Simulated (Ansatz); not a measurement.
Results of LDA (Ansatz, a first-principles code, PAW) for ZnS (R3m, No. 160, 36 atoms in the cell; start mp-1200836; a measured phase of this formula has another space group).

Settings: plane-wave cutoff 520 eV, 8×8×8 k mesh, Fermi–Dirac smearing 0.01 eV, scalar-relativistic PAW data made under PBE.

Cell (relaxed at this level):

```cif
data_S18Zn18
_chemical_formula_sum 'Zn18 S18'
_space_group_name_H-M_alt 'P 1'
_space_group_IT_number 1
_cell_length_a 55.13532
_cell_length_b 55.13532
_cell_length_c 55.13532
_cell_angle_alpha 3.891
_cell_angle_beta 3.891
_cell_angle_gamma 3.891
loop_
_space_group_symop_operation_xyz
  'x, y, z'
loop_
_atom_site_label
_atom_site_type_symbol
_atom_site_fract_x
_atom_site_fract_y
_atom_site_fract_z
_atom_site_occupancy
Zn1 Zn 0.00006 0.00006 0.00006 1
Zn2 Zn 0.05557 0.05557 0.05557 1
Zn3 Zn 0.11108 0.11108 0.11108 1
Zn4 Zn 0.18516 0.18516 0.18516 1
Zn5 Zn 0.25927 0.25927 0.25927 1
Zn6 Zn 0.31484 0.31484 0.31484 1
Zn7 Zn 0.37039 0.37039 0.37039 1
Zn8 Zn 0.42591 0.42591 0.42591 1
Zn9 Zn 0.48145 0.48145 0.48145 1
Zn10 Zn 0.53700 0.53700 0.53700 1
Zn11 Zn 0.57408 0.57408 0.57408 1
Zn12 Zn 0.61115 0.61115 0.61115 1
Zn13 Zn 0.68522 0.68522 0.68522 1
Zn14 Zn 0.74074 0.74074 0.74074 1
Zn15 Zn 0.79626 0.79626 0.79626 1
Zn16 Zn 0.83333 0.83333 0.83333 1
Zn17 Zn 0.88887 0.88887 0.88887 1
Zn18 Zn 0.96298 0.96298 0.96298 1
S1 S 0.01392 0.01392 0.01392 1
S2 S 0.06944 0.06944 0.06944 1
S3 S 0.12496 0.12496 0.12496 1
S4 S 0.19904 0.19904 0.19904 1
S5 S 0.27317 0.27317 0.27317 1
S6 S 0.32875 0.32875 0.32875 1
S7 S 0.38427 0.38427 0.38427 1
S8 S 0.43979 0.43979 0.43979 1
S9 S 0.49536 0.49536 0.49536 1
S10 S 0.55088 0.55088 0.55088 1
S11 S 0.58794 0.58794 0.58794 1
S12 S 0.62502 0.62502 0.62502 1
S13 S 0.69910 0.69910 0.69910 1
S14 S 0.75461 0.75461 0.75461 1
S15 S 0.81013 0.81013 0.81013 1
S16 S 0.84720 0.84720 0.84720 1
S17 S 0.90277 0.90277 0.90277 1
S18 S 0.97685 0.97685 0.97685 1
```

**Question.** What does this level give for the band gap?

**Answer.** 
band gap: 2.14 eV (on the SCF k mesh)

Note: the relaxation could not lower the start's symmetry, so the cell can be a saddle point above a distorted one.

Static lattice: no zero-point or thermal effects.

Cost on a shared machine: very roughly 2.5 core-hours.

A start named mp-… is a Materials Project structure, which need not be a measured phase.
